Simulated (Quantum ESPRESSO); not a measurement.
Quantum ESPRESSO 7.5, DFT, PBE, plane waves, SSSP 1.1.2 efficiency PBE: fcc Cu, 2 atoms. Basis and mesh were picked for this test and aren't claimed converged.

- cell = 5.11, 2.56, 2.56 Å; 60, 60, 60°
- task = scf
- k mesh = 14×14×14
- ecutwfc = 45 Ry
- ecutrho = 360 Ry
- occupations = smearing
- smearing = mv
- degauss = 0.02 Ry
- conv_thr = 2e-09 Ry
- tprnfor = true
- tstress = false
- k-point pools (-nk) = 8
- diagonalization = david (default)
- k-points computed = 288
- bands = 23
- electrons = 38
- G-vectors of the density = 18461
- FFT grid = 60×30×30
- symmetry operations = 12

One run each.

All on 8 ranks. Base settings, kept where nothing else is said: mixing_mode = plain (default), mixing_beta = 0.7 (default), mixing_ndim = 8 (default). The settings tried:
- mixing_ndim = 4
- mixing_beta = 0.2
- mixing_mode = TF, mixing_beta = 0.1
- mixing_mode = TF, mixing_beta = 1
- mixing_ndim = 2
- mixing_mode = local-TF
- the base settings
- mixing_mode = local-TF, mixing_beta = 0.4
- mixing_beta = 0.4
- mixing_mode = TF, mixing_beta = 0.4
- mixing_mode = TF
- mixing_mode = TF, mixing_beta = 0.2
- mixing_beta = 1
- mixing_beta = 0.1
- mixing_mode = local-TF, mixing_beta = 0.2
- mixing_mode = local-TF, mixing_beta = 0.1
- mixing_ndim = 16

Problem. Predict which of these converge in the fewest SCF iterations.

Solution. Fewest SCF iterations, with those close behind: mixing_mode = TF, mixing_beta = 0.4 (12); mixing_mode = local-TF, mixing_beta = 0.4 (12); mixing_mode = local-TF (12); mixing_beta = 0.2 (13); mixing_mode = TF, mixing_beta = 1 (13); mixing_mode = TF (14). Most among those that reach the base run's result: mixing_mode = TF, mixing_beta = 0.1 (23); mixing_beta = 0.1 (22); mixing_mode = TF, mixing_beta = 0.2 (21); mixing_beta = 0.4 (20). All converged.

```csv
setting,SCF iterations,end
"mixing_mode = TF, mixing_beta = 0.4",12,converged
"mixing_mode = local-TF, mixing_beta = 0.4",12,converged
mixing_mode = local-TF,12,converged
mixing_beta = 0.2,13,converged
"mixing_mode = TF, mixing_beta = 1",13,converged
mixing_mode = TF,14,converged
the base settings,16,converged
"mixing_mode = local-TF, mixing_beta = 0.2",16,converged
mixing_ndim = 2,16,converged
mixing_ndim = 4,16,converged
mixing_beta = 1,17,converged
"mixing_mode = local-TF, mixing_beta = 0.1",17,converged
mixing_ndim = 16,17,converged
mixing_beta = 0.4,20,converged
"mixing_mode = TF, mixing_beta = 0.2",21,converged
mixing_beta = 0.1,22,converged
"mixing_mode = TF, mixing_beta = 0.1",23,converged
```
